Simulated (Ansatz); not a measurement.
# Phonon-limited transport in Ag (Fm-3m)

```
CELL_PARAMETERS angstrom
      0.00000     2.05226     2.05226
      2.05226     0.00000     2.05226
      2.05226     2.05226     0.00000
ATOMIC_POSITIONS crystal
  Ag 0.00000 0.00000 0.00000
```

Calculation: PBEsol, DFPT electron-phonon coupling, linearised Boltzmann equation (plane waves, PAW, scalar-relativistic; Ansatz, a program for electronic structure). Condition of this run: hydrostatic pressure -4 GPa (the target of the relaxation). Geometry: relaxed with this functional, without spin-orbit coupling, then loaded as said.

resistivity at 300 K: 1.92 μΩ·cm
resistivity at 77 K: 0.36 μΩ·cm
electron mean free path at 300 K (weighted by the current that each state carries): 46 nm
resistivity times mean free path for one path shared by all states (from the Fermi surface's area): 8.5 ×10⁻¹⁶ Ω·m²
electron-phonon coupling λ: 0.143
transport coupling λ_tr: 0.134
logarithmic mean phonon energy: 11.8 meV
density of states at the Fermi level: 0.135 states/(eV·spin·cell)
Drude plasma energy: 9.1 eV
Hall coefficient at 300 K: -8.0 ×10⁻¹¹ m³/C
Tc for μ* = 0.10 (anisotropic Eliashberg): below 1 K
Tc for μ* = 0.13 (anisotropic Eliashberg): below 1 K

A metal at this level (no band gap). Only scattering by harmonic phonons is included (no impurities, grain boundaries, electron-electron scattering or thermal expansion). Spin-orbit coupling is left out. Halving the electron mesh (36x36x36) moves the resistivity by up to 1 % at 300 K, the mean free path by up to 1 %, the coupling by up to 2 %. Smearing 0.20 eV; phonons on a 6x6x6 q mesh, which this run doesn't test and which matters most at low temperature. Tc comes from the anisotropic Migdal-Eliashberg equations with μ*, a chosen number, referred to 13.2 meV.
